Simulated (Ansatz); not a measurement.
**ZrSe2: isotropic strain −3.00 %**

Base system: ZrSe2 in the CdI2 type structure (space group P-3m1, No. 164; a = 3.7351 Å, c = 6.0315 Å; layered, stacked along the Cartesian z axis).

One thing is altered: the cell is scaled by 0.9700 in all directions; the atoms relax in the strained cell.

The values are results of Ansatz (a program for electronic structure), PBE-D3(BJ), PAW, cutoff 420 eV, no spin-orbit coupling, not measurements. Γ-centred 14×14×8 mesh, Fermi–Dirac width 0.05 eV.

| quantity | base | changed | shift |
|---|---|---|---|
| volume per atom | 24.29 Å³ | 22.17 Å³ | -2.12 Å³ |
| space group | P-3m1 (No. 164) | P-3m1 (No. 164) | – |
| shortest interatomic distance | 2.684 Å | 2.654 Å | -0.030 Å |
| energy relative to the base (free energy F) | 0 meV/atom | +27 meV/atom | +27 meV/atom |
| band gap | zero | zero | – |
| largest internal atomic displacement | – | 0.083 Å | – |

Final structure:

```xyz
3
Lattice="3.6230 0.0000 0.0000 -1.8115 3.1376 0.0000 0.0000 0.0000 5.8506" Properties=species:S:1:pos:R:3 pbc="T T T"
Zr     0.0000     0.0000     0.0000
Se     0.0000     2.0918     1.6343
Se     1.8115     1.0459     4.2163
```

Whether these cells are dynamically stable was not tested. All final runs are without spin polarisation. Gaps under 0.05 eV, about the width of the smearing, are given as zero. A zero or small gap of ZrSe2 can be the functional's error rather than a property of the material.
